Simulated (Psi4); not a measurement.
Psi4 1.11, WB97X/def2-tzvp: [Se]=[Cd], 2 atoms. The geometry is a generated start, not checked to be a minimum at this level.

```
Quantity                                             Result
--------------------------  -------------------------------
task                                                 energy
method                                                wb97x
basis                                             def2-tzvp
memory                                                 3 GB
maxiter                                                 100
keys of the molecule block                      symmetry c1
scf_type                                       df (default)
e_convergence                               1e-06 (default)
d_convergence                               1e-06 (default)
dft_radial_points                              75 (default)
dft_spherical_points                          302 (default)
effective core potentials   those of the basis set, past Kr
basis functions                                          88
grid points                                           42041
```

```xyz
2

Cd     0.0312    -0.0169    -1.1577
Se    -0.0312     0.0169     1.1577
```

Charge 0 and multiplicity 1 are set for this test and not shown to be the ground state.

With the defaults (damping_percentage = 0, diis = true, scf_initial_accelerator = adiis, soscf = false, soscf_start_convergence = 0.01, guess = auto, which took SAD, diis_max_vecs = 10) it converges in 11 SCF iterations. One run each on 2 threads, with these changes:
- damping_percentage = 60
- diis_max_vecs = 6
- guess = core
- guess = modhuckel
- soscf = true, soscf_start_convergence = 0.1
- guess = huckel
- scf_initial_accelerator = none
- damping_percentage = 60, diis = false, scf_initial_accelerator = none
- guess = sapgau

Task: Which of these changes keep the SCF from converging, or lead it to another solution?

Result: No convergence: damping_percentage = 60; damping_percentage = 60, diis = false, scf_initial_accelerator = none (the run ends without SCF convergence in 100 iterations). Another solution: soscf = true, soscf_start_convergence = 0.1 (7500 meV higher). The rest reach the solution of the defaults.

| setting | SCF iterations | JK calls | end |
|---|---|---|---|
| the defaults | 11 | 12 | same solution |
| diis_max_vecs = 6 | 11 | 12 | same solution |
| scf_initial_accelerator = none | 11 | 12 | same solution |
| guess = huckel | 12 | 28 | same solution |
| guess = modhuckel | 12 | 28 | same solution |
| guess = core | 14 | 14 | same solution |
| guess = sapgau | 16 | 16 | same solution |
| soscf = true, soscf_start_convergence = 0.1 | 30 | 156 | other solution, 7500 meV higher |
| damping_percentage = 60 | 100 | 101 | no convergence |
| damping_percentage = 60, diis = false, scf_initial_accelerator = none | 100 | 101 | no convergence |

An SOSCF iteration holds several JK calls; a Hückel guess adds calls on atoms.
